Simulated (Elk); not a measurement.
```
CELL_PARAMETERS angstrom
      2.85360     0.00000     0.00000
      0.00000     2.85360     0.00000
      0.00000     0.00000     2.85360
ATOMIC_POSITIONS crystal
  Mn 0.00000 0.00000 0.00000
  Co 0.50000 0.50000 0.50000
```
Moments meant for the start (each program seeds them in its own way; μB, in the order of the atoms Mn Co): 4.0 3.0.

Level of theory: LDA (PW92), all-electron FP-LAPW, Elk's shipped species files, APW+lo basis with extra local orbitals (Elk).

The set-up and first iterations of an Elk log for MnCo (Pm-3m, 2 atoms in the cell):

```
│ Elk code version 10.2.4 │

All units are atomic (Hartree, Bohr, etc.)

│ Ground-state run starting from atomic densities │

Lattice vectors :
   5.392522469       0.000000000       0.000000000
   0.000000000       5.392522469       0.000000000
   0.000000000       0.000000000       5.392522469

Unit cell volume      :    156.8107710
Brillouin zone volume :    1.581844231

Muffin-tin inner radius fraction :   0.1000000000E-01

Nuclei treated as point charges

Species :    1 (Mn)
 parameters loaded from : Mn.in
 name : manganese
 nuclear charge    :   -25.00000000
 electronic charge :    25.00000000
 atomic mass :    100145.9369
 muffin-tin radius :    2.184000000
 number of radial points in muffin-tin :    497
 atomic positions (lattice), magnetic fields (Cartesian) :
   1 :   0.00000000  0.00000000  0.00000000    0.00000000  0.00000000 -1.00000000

Species :    2 (Co)
 parameters loaded from : Co.in
 name : cobalt
   [... lines left out ...]
 using average radius
Maximum |G+k| for APW functions       :    3.434065934
Maximum (1/2)|G+k|²                   :    5.896404420
Maximum |G| for potential and density :    16.00000000
 potential will be trimmed for |G| > 2 gkmax
Constant for pseudocharge density :    9
Radial integration step length :    4

G-vector grid sizes :     28    28    28
Number of G-vectors :    10827

Maximum angular momentum used for
 APW functions                      :    8
 outer part of muffin-tin           :    6
 inner part of muffin-tin           :    3

Total nuclear charge    :   -52.00000000
Total core charge       :    22.00000000
Total valence charge    :    30.00000000
Total excess charge     :    0.000000000
Total electronic charge :    52.00000000

Effective Wigner radius, rₛ :   0.8962475450

Number of empty states         :   24
Total number of valence states :   78
Total number of core states    :   22

Conduction state local-orbitals added automatically
Total number of local-orbitals :  165

Exchange-correlation functional :      3     0     0
 Perdew-Wang/Ceperley-Alder, Phys. Rev. B 45, 13244 (1992)
 gradient requirement :    0
 local density approximation (LDA)

Smearing type :    0
 Gaussian
Smearing width :   0.9995820000E-02
Effective electronic temperature (K) :    3156.430308

Mixing type :    3
 Broyden mixing, J. Phys. A: Math. Gen. 17, L317 (1984)

Kohn-Sham potential initialised from atomic data
│ Self-consistent loop started │
│ Loop number : 1 │
 total energy                :     -2547.21798674
 total moment                :    4.179683207
│ Loop number : 2 │
 total energy                :     -2547.31430475
 total moment                :    4.195482302
RMS change in Kohn-Sham potential (target) :   0.3572159014     (  0.1000000000E-05)
Absolute change in total energy (target)   :   0.9631800088E-01 (  0.1000000000E-03)
│ Loop number : 3 │
 total energy                :     -2547.53510425
 total moment                :    4.152512590
RMS change in Kohn-Sham potential (target) :   0.3610620988     (  0.1000000000E-05)
Absolute change in total energy (target)   :   0.2448790043     (  0.1000000000E-03)
│ Loop number : 4 │
 total energy                :     -2547.13283642
 total moment                :    4.119818553
RMS change in Kohn-Sham potential (target) :   0.3506186116     (  0.1000000000E-05)
Absolute change in total energy (target)   :   0.3410480803     (  0.1000000000E-03)
│ Loop number : 5 │
 total energy                :     -2547.53516837
 total moment                :    3.945925885
RMS change in Kohn-Sham potential (target) :   0.2984789763     (  0.1000000000E-05)
Absolute change in total energy (target)   :   0.3170699339     (  0.1000000000E-03)
│ Loop number : 6 │
 total energy                :     -2547.54659464
 total moment                :    3.149436673
RMS change in Kohn-Sham potential (target) :   0.1414137026     (  0.1000000000E-05)
   [... lines left out ...]
```

How does the run end?

The run converged in 30 iterations. Convergence of the loop says nothing yet on basis, mesh or lower states. It ends on: total energy -69325.9782 eV; Fermi level (on the code's own zero) 9.15 eV; size of the cell's spin moment 3.99 μB; site moments (μB, in the program's spheres or projections) Mn 2.66, Co 1.29. The log goes on:

```
 total moment                :    3.984570594
RMS change in Kohn-Sham potential (target) :   0.3421362201E-03 (  0.1000000000E-05)
   [... lines left out ...]
Absolute change in total energy (target)   :   0.3876940496E-03 (  0.1000000000E-03)
│ Loop number : 28 │
 total energy                :     -2547.68276090
 total moment                :    3.990912172
RMS change in Kohn-Sham potential (target) :   0.3060224865E-05 (  0.1000000000E-05)
Absolute change in total energy (target)   :   0.4358247452E-04 (  0.1000000000E-03)
│ Loop number : 29 │
 total energy                :     -2547.68270548
 total moment                :    3.990906494
RMS change in Kohn-Sham potential (target) :   0.7380056748E-06 (  0.1000000000E-05)
Absolute change in total energy (target)   :   0.6631544284E-04 (  0.1000000000E-03)
Convergence targets achieved

│ Loop number : 30 │

Energies :
 Fermi                       :     0.336225149920
 xc effective B-field        :    -0.169098744199
 external B-field            :      0.00000000000
 total energy                :     -2547.68270640
 (external B-field energy excluded from total)

Density of states at Fermi energy :    52.31463133
 (states/Hartree/unit cell)

Estimated indirect band gap :   0.3693712129E-03
 from k-point      8 to k-point     44
Estimated direct band gap   :   0.2154163658E-02
 at k-point     48

Charges :
 core                        :    22.00000000
 valence                     :    30.00000000
 interstitial                :    2.796363363
 muffin-tins (core leakage)
  species :    1 (Mn)
   atom    1                 :    23.42788393     (  0.4767208850E-10)
  species :    2 (Co)
   atom    1                 :    25.77575270     (  0.1495149523E-02)
 total in muffin-tins        :    49.20363664
 total calculated charge     :    52.00004345
 total charge                :    52.00000000
 error                       :   0.4345272329E-04

Moments :
 interstitial                :   0.4790880917E-01
 muffin-tins
  species :    1 (Mn)
   atom    1                 :    2.656103880
  species :    2 (Co)
   atom    1                 :    1.286888096
 total in muffin-tins        :    3.942991976
 total moment                :    3.990900785

│ Self-consistent loop stopped │
```

For comparison: a first run (DFT, PBEsol, all-electron FP-LAPW, Elk's shipped species files, APW+lo basis with extra local orbitals) was changed to give this one (xctype: 22 → default), and from it to this one the size of the net moment hardly changes (2.01 to 2.00 μB/atom).

The starting cell comes from a database of computed structures (which also holds hypothetical and non-ambient phases and stackings), without a prior relaxation at this level. The magnetic order is the one reached from the typed start; others were not searched systematically. Values depend on the basis (sphere radii, cutoffs, local orbitals), which need not be converged. The log's line on a gap gives a spacing of levels on this mesh, which the program prints for metals too.

The run was DFT, LDA (PW92), all-electron FP-LAPW, Elk's shipped species files, APW+lo basis with extra local orbitals. Main settings of its input:

- spinpol: true
- rgkmax: 7.5
- stype: 0
- swidth: 0.00999582 Ha
- ngridk: 12 12 12
- reducebf: 0.7
- gmaxvr: 16 1/bohr
- nxlo: 2
- lorbcnd: true
- rmtscf: 0.91
- lmaxi: 3
- nempty: 12 per atom
